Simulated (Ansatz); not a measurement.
**A computed series for Pd: response to strain**

Start from Pd in the fcc (Cu type) structure (space group Fm-3m, No. 225; a = 3.945 Å; relaxed with 0.1 eV smearing).

Strains are applied to the cell and any free atomic positions relax.

Level of theory: plane-wave PAW DFT at the PBE level (Ansatz, an electronic-structure program, 420 eV), without spin-orbit coupling.

```
isotropic strain (%)  pressure (GPa)
--------------------  --------------
-2.5                            15.6
-1.5                             8.5
-1                               5.4
-0.5                               ?
0                                0.0
0.5                             -2.4
1                               -4.6
1.5                             -6.6
2.5                            -10.0
```

Fit P = P₀ − Bδ + Cδ² with δ = (1 + ε)³ − 1 to the rows shown and predict the withheld row.

Least squares on the printed values gives P₀ = 0.0 GPa, B = 171 GPa, C = 554 GPa (largest residual 0.2 GPa); this predicts 2.7 GPa, and the run gives 2.6 GPa, in agreement.

Whether these cells are dynamically stable was not tested. The final runs are not spin-polarised. Pd lies near a magnetic instability that expansion can trigger; it was not tested.
